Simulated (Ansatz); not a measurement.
Ansatz (a first-principles code) run on MnS2 (Fm-3m, 3 atoms in the cell): relaxation of cell and atoms.

Method: PBE (plane waves, PAW; Ansatz).

```xyz
3
Lattice="0.0000 2.7967 2.7967 2.7967 0.0000 2.7967 2.7967 2.7967 0.0000" Properties=species:S:1:pos:R:3 pbc="T T T"
Mn     0.0000     0.0000     0.0000
S      1.3984     1.3984     1.3984
S      4.1951     4.1951     4.1951
```
Moments meant for the start (each program seeds them in its own way; μB, in the order of the atoms Mn S S): 4.0 0.0 0.0.

Reference input (self-consistent single point, DFT, PBE, plane waves, default PAW files): basis.ecutwfc = 30.9 Ry; kpoints.mp_grid.grid = 10 10 10; hamiltonian.xc = pbe; hamiltonian.pseudopotentials = {kind: paw} (the program's default PAW files); magnetization.spin_polarized = true; scf.occupations.method = methfessel_paxton; scf.occupations.width = 0.0147 Ry. This run's input differs from it in these lines:

Ansatz 0.2 input:
```diff
@@ -10,3 +10,3 @@
 basis:
-  ecutwfc: 30.9 Ry
+  ecutwfc: 43.4 Ry
 kpoints:
@@ -20,2 +20,4 @@
   occupations: { method: methfessel_paxton, width: 0.0147 Ry }
+relax:
+  cell: {}
 output:
```

Log, with long lists cut:

```
   [... SCF lines of the steps left out ...]
relax step   1: F+E_penalty+E_count = -5703.19888825 eV  Δ(F+E_penalty+E_count) = +0.000e0 eV  max|allowed force component| = 1.850e-17 eV/Å  Δτ_max = 0.0000 Å  P = -1.989 GPa  Ω = 43.750 Å³  (30 SCF iters, dr2 threshold 1.00e-7 eV, accepted)
relax step   2: F+E_penalty+E_count = -5703.20277145 eV  Δ(F+E_penalty+E_count) = -3.883e-3 eV  max|allowed force component| = 4.626e-17 eV/Å  Δτ_max = 0.0000 Å  P = -0.839 GPa  Ω = 43.313 Å³  energy of the carried Pulay correction = +1.468e-5 eV  [...]
relax step   3: F+E_penalty+E_count = -5703.20358400 eV  Δ(F+E_penalty+E_count) = -8.125e-4 eV  max|allowed force component| = 3.392e-17 eV/Å  Δτ_max = 0.0000 Å  P = +0.023 GPa  Ω = 43.000 Å³  energy of the carried Pulay correction = +2.530e-5 eV  [...]
relax step   4: F+E_penalty+E_count = -5703.20355804 eV  Δ(F+E_penalty+E_count) = +2.596e-5 eV  max|allowed force component| = 6.322e-17 eV/Å  Δτ_max = 0.0000 Å  P = +0.023 GPa  Ω = 43.000 Å³  stress off target by 2.34e-2 GPa  SCF on the basis [...]
basis re-selected at this cell: Δ(F+E_penalty+E_count) = +2.596e-5 eV, ΔP = +0.000 GPa vs the last step
the relaxation is at rest under the 48 symmetry operations that the run kept from its start: a minimum is not shown …
the relaxation's final electronic state is not compared with the one that a single-point calculation of its input finds at the relaxed geometry …
   [... lines left out ...]
Absolute magnetization: 0.7730 μB (∫|ρ↑−ρ↓|, with the PAW one-centre terms)
Free energy (F): -5703.203558 eV
Fermi energy:    12.026225 eV
  cell:  # Å, volume = 43.0003 Å³
   [... lines left out ...]
    - [2.7806544623999607, -5.3501406345403714e-34, 2.7806544623999607]
    - [2.7806544623999607, 2.7806544623999607, 6.878752244409047e-34]
  atoms:
    - { symbol: Mn, position: [-5.5896762980495324e-18, -5.589689532939336e-18, -5.589689532939336e-18] }
    - { symbol: S, position: [0.25, 0.25, 0.25] }
    - { symbol: S, position: [0.7500000000000001, 0.7500000000000001, 0.7500000000000001] }
```

The run converged. 

Summary of the result:
```
Property                                                                          Result
-----------------------------------------------  ---------------------------------------
Free energy E − TS (on the zero of these files)                            -5703.2036 eV
Fermi level (on the code's own zero)                                            12.03 eV
Pressure                                                                        0.02 GPa
Size of the cell's spin moment                                                   0.66 μB
Final cell                                       a = b = c = 3.932 Å, α = β = γ = 60.00°
Final volume per atom                                                           14.33 Å³
Relaxation steps                                                                       4
```

The starting cell was generated: these elements placed on a structure prototype, without a prior relaxation; it need not be a known phase or ordering of this composition. The moments shrank to a small part of their start, a low-spin state that need not be the lowest. The relaxation keeps the symmetry of its start, so its end need not be a minimum. Ansatz's pressure includes its estimate of the finite-basis (Pulay) stress.

Cost on one core of a shared machine: roughly 40 s.
